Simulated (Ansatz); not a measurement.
Ansatz (an electronic-structure program) run on VFe3 (I4mm, 4 atoms in the cell): self-consistent single point.

Computed with LDA (PW92), default PAW files made with PBE (plane waves; Ansatz).

The change in words: lattice scaled by 0.98; basis.ecutwfc: 420 eV → 145 eV. Reference geometry:
```yaml
crystal:
  lattice:
    - [-2.03346, 2.03346, 2.88264]
    - [2.03346, -2.03346, 2.88264]
    - [2.03346, 2.03346, -2.88264]
  atoms:
    - { symbol: V, position: [0.50867, 0.50867, 0.00000], spin: 2.0 }
    - { symbol: Fe, position: [0.75000, 0.25000, 0.50000], spin: 4.0 }
    - { symbol: Fe, position: [0.25000, 0.75000, 0.50000], spin: 4.0 }
    - { symbol: Fe, position: [0.00000, 0.00000, 0.00000], spin: 4.0 }
```
(The spins are starting values, not results.)

Reference input (self-consistent single point, DFT, LDA (PW92), plane waves, default PAW files made with PBE): basis.ecutwfc = 420 eV; kpoints.mp_grid.grid = 5 5 5; hamiltonian.xc = lda; hamiltonian.pseudopotentials = {kind: paw} (the program's default PAW files); magnetization.spin_polarized = true; scf.occupations.method = gaussian; scf.occupations.width = 0.1 eV. This run's input differs from it in these lines:

Ansatz 0.2 input:
```diff
@@ -3,5 +3,5 @@
   lattice:
-    - [-2.033457, 2.033457, 2.882644]
-    - [2.033457, -2.033457, 2.882644]
-    - [2.033457, 2.033457, -2.882644]
+    - [-1.992788, 1.992788, 2.824991]
+    - [1.992788, -1.992788, 2.824991]
+    - [1.992788, 1.992788, -2.824991]
   atoms:
@@ -12,3 +12,3 @@
 basis:
-  ecutwfc: 420.0
+  ecutwfc: 145.0
 kpoints:
```

Log, with long lists cut:

```
SCF iter   1: F=—  HF=-15936.865238 eV  |F-HF|=—  |Δ(HF+E_count)|=         —  Δρ=8.20e-1 (↑8.20e-1 ↓2.23e-1)  dr2=2.23e2  dr2_m=5.41e1  M=1.437 μB ∫|m|=1.489 μB  β_m=0.30  ethr=3.10e-3  ⟨swp⟩=2.5  Hψ=6050  notcnv=0  defer=1
Mixer restart at iter 1: flushing history
all-band conjugate gradients solve this SCF's bands
preconditioner: auto → Kerker (q_TF=auto, 2.872 Å⁻¹)
   [... lines left out ...]
SCF iter  14: F=—  HF=-15807.879292 eV  |F-HF|=—  |Δ(HF+E_count)|=   1.64e-9  Δρ=6.60e-7 (↑2.79e-7 ↓6.60e-7)  dr2=3.59e-10  dr2_m=4.04e-11  M=-0.000 μB ∫|m|=0.000 μB  β_m=1.00  ethr=5.43e-12  ⟨swp⟩=2.0  Hψ=2037  notcnv=0  defer=146
SCF iter  15: F=-15807.879292 eV  HF=-15807.879292 eV  |F-HF|=1.36e-10  |Δ(HF+E_count)|=  5.28e-11  Δρ=2.69e-7 (↑2.40e-7 ↓2.69e-7)  dr2=1.60e-10  dr2_m=2.01e-13  M=-0.000 μB ∫|m|=0.000 μB  ethr=1.00e-12  ⟨swp⟩=5.7  Hψ=4911  notcnv=0
SCF 1 converged in 15 iterations: F = -15807.879292 eV  dr2 = 1.60e-10
WARN: the starting moments were not kept: the SCF closed with an absolute magnetisation of 2.0e-6 μB, where they sum to 14 μB in size (4 sites) …
Magnetization: -0.0000 μB (30.5000 up, 30.5000 down)
   [... lines left out ...]
Absolute magnetization: 0.0000 μB (∫|ρ↑−ρ↓|, with the PAW one-centre terms)
Free energy (F): -15807.879292 eV
Fermi energy:    20.414210 eV
   [... lines left out ...]
  atom   4  Fe     0.00000000    -0.00000000     0.37282713
--- Stress (GPa, compression-positive) ---
     -110.414224      -0.000000      -0.000000
       -0.000000    -110.414224      -0.000000
       -0.000000      -0.000000    -138.710295
  P = ⅓ Tr σ = -119.8462 GPa (-1198.462 kbar)
  The stress holds the Pulay correction. Without it, at fixed plane waves, as pw.x and ABINIT print it: P = -3525.3440 GPa
```

The run converged in 15 iterations. Against the reference run the free energy goes up by 78.2 eV/atom, the pressure goes from -21.16 to -119.8 GPa, the largest force goes from 0.297 to 2.181 eV/Å and the size of the net moment goes from 1.25 to 0.00 μB/atom.

The starting cell comes from a database of computed structures (which also holds hypothetical and non-ambient phases and stackings), without a prior relaxation at this level. Its lattice was rescaled by up to half a per cent. One atom was moved a little off its site on purpose. For this run, on top of that: lattice scaled by 0.98. The starting moments vanished: the run ended non-magnetic, which need not be the lowest state. The program warned that a starting moment was not kept. Forces in this geometry exceed 1 eV/Å. Ansatz's pressure includes its estimate of the finite-basis (Pulay) stress. Without the estimate this run gives -3525.34 GPa. The cutoff lies below the one recommended for these files.
